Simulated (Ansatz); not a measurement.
Take Ti in the hcp (Mg type) structure (space group P6_3/mmc, No. 194; relaxed with 0.1 eV smearing) as the base.

```xyz
2
Lattice="2.9016 0.0000 0.0000 -1.4508 2.5129 0.0000 0.0000 0.0000 4.5930" Properties=species:S:1:pos:R:3 pbc="T T T"
Ti     1.4508     0.8376     3.4447
Ti     0.0000     1.6753     1.1482
```

Cartesian axes are those of the cell as printed.

Level of theory: PBEsol, PAW, 420 eV (Ansatz, a program for electronic structure; no spin-orbit coupling).

Modification: a pure shear with ε_xz = ε_zx = 0.0200, atoms relaxed at fixed cell.

Q: Predict the stress tensor and what it implies for the stiffness.

A: Stress of the strained cell less that of the base (GPa, compression positive):
```
    0.1     0.0    -1.5
    0.0    -0.1     0.0
   -1.5     0.0     0.1
```

Then −Δσ/γ with γ = 2ε = 0.0400 gives secant stiffness values (nonlinear terms included at this strain): C55 ≈ 38 GPa.

Stability against distortions was not tested. All final runs are without spin polarisation.
